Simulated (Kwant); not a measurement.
Model system: quantum point contact (saddle potential) in a InAs two-dimensional gas. Effective mass 0.023 mₑ, grid spacing 6.2 nm, hard walls, nominal width 150 nm (25 grid rows, so walls 161.2 nm apart), one parabolic valley, scattering region 450 nm long along x; energies count from the band bottom; Fermi energy 0.00717 eV. Potential (V0 + ½k y²) cos²(πx/L) for |x| < L/2, with V0 swept from 0.0075285 to 0 eV, k = 1e-05 eV/nm², L = 140 nm.

The device is made up for the run: typed textbook-type constants, with dimensions and the other settings drawn at random.

Kwant, effective-mass tight-binding model on a square grid, one spin, coherent transport at 0 K. Conductance is in e²/h.

Q: Compare with the saddle-point formula G = Σ 1/(1 + exp(−2π(E − V0 − ħωy(n + ½))/ħωx)), taking ħωy = ħ√(k/m) and ħωx from the curvature along x of V0 plus half of the mode's confinement energy.

A: ħωy = 5.76 meV; at V0 = 6.11 meV the lowest mode has ħωx = 5.02 meV.

```csv
V0 (meV),formula,simulation
7.09,0.036,0.035
6.11,0.093,0.096
5.13,0.25,0.26
4.15,0.55,0.58
3.16,0.86,0.87
2.18,0.99,0.99
```

The formula takes a parabolic saddle in the continuum; the run has the full potential on a grid.
